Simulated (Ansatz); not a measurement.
Base system: HgS (space group P3_221, No. 154; a = 4.140 Å, c = 9.409 Å; made of chains). Axes: x lies along a and z along c of the hexagonal cell.

All numbers come from plane-wave PAW DFT at the PBEsol level (Ansatz, a program for electronic structure, 420 eV), scalar-relativistic without spin-orbit coupling, earlier PAW set.

For the base:

| Property | Result |
|---|---|
| Smallest direct gap | 1.27 eV |

One thing is altered: biaxial strain +4.78 %, plane normal [001], relaxed out of plane (Cartesian); in-plane vectors clamped, the third vector and the atoms free.

Task: What happens to the smallest direct gap?

Result: The smallest direct gap rises by 0.34 eV, from 1.27 eV to 1.61 eV.

Task: Estimate the effect on the out-of-plane strain.

Result: The out-of-plane strain amounts to -2.36 %.

With Hg present, leaving out spin-orbit coupling can change the band edges. Stability against distortions was not tested. No dispersion term is included in the PBEsol runs.
